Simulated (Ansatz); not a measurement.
The parent structure is CaF$_{2}$ in the fluorite structure (space group Fm-3m, No. 225; a = 5.4206 Å).

Method: PBEsol (Ansatz, a quantum-chemistry and plane-wave program), spin-orbit coupling left out.

Carriers are added at fixed cell with a uniform background; the Fermi–Dirac width is that of 300 K.

One change was made to it. Results:

```tsv
quantity	base	after
Fermi level relative to the doped band's edge (positive inside the band; to 0.05 eV)	–	+0.05 eV
gap between the host's bands	7.25 eV	7.37 eV
gap character	indirect, X → Γ	indirect, X → Γ
```

Which of these changes matches the shifts?
(A) holes 1.5×10^21 cm⁻³
(B) holes 7.0×10^21 cm⁻³
(C) electrons 1.0×10^22 cm⁻³

A, holes 1.5×10^21 cm⁻³. For comparison, the gap between the host's bands in the other runs: electrons 1.0×10^22 cm⁻³ gives 6.81 eV; holes 7.0×10^21 cm⁻³ gives 7.81 eV.

Charged cell with a jellium background: band edges are those of the host's band count, energies are not comparable with the neutral cell, and many-body gap narrowing is missing. Stability against distortions was not tested.
